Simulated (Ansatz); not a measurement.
HfSiO4 (I4₁/amd, No. 141, 12 atoms in the cell; start COD 9000852) was calculated with LDA in Ansatz (PAW).

Numerical settings: plane-wave cutoff 520 eV, 8×8×8 k mesh, Fermi–Dirac smearing 0.01 eV, scalar-relativistic PAW data made under PBE.

Cell (measured lattice):

HfO4Si is modelled in the tetragonal space group I4₁/amd, origin choice 1 (No. 141), Pearson symbol tI24. Lattice parameters: a = b = 6.5725 Å, c = 5.9632 Å, α = β = γ = 90.00°. Hf on 4a sees 4 O at 2.115 Å and 4 O at 2.260 Å. Si on 4b sees 4 O at 1.620 Å (tetrahedral). O on 16h is surrounded by 1 Si at 1.620 Å and 1 Hf at 2.115 Å and 1 Hf at 2.260 Å. (Neighbours: up to the widest gap in distance over summed covalent radii, below 1.35, at either atom; cation-cation and far metal-metal contacts left out.)
(The calculation used a cell of 12 atoms; values per cell refer to that cell.)

Q: Predict the band gap, smallest direct gap on the k points sampled and direct gap at Γ.

A: 
- band gap = 5.26 eV
- smallest direct gap on the k points sampled = 5.65 eV
- direct gap at Γ = 5.67 eV

Note: the file's cell can be that of a phase stable at another temperature; cell and atoms aren't relaxed at this level (largest force component 0.28 eV/Å, pressure -4.9 GPa).

Spin–orbit coupling is not included.

Static lattice: no zero-point or thermal effects.

The result took very roughly 2.1 core-minutes.

Ansatz is a quantum-chemistry and plane-wave program.
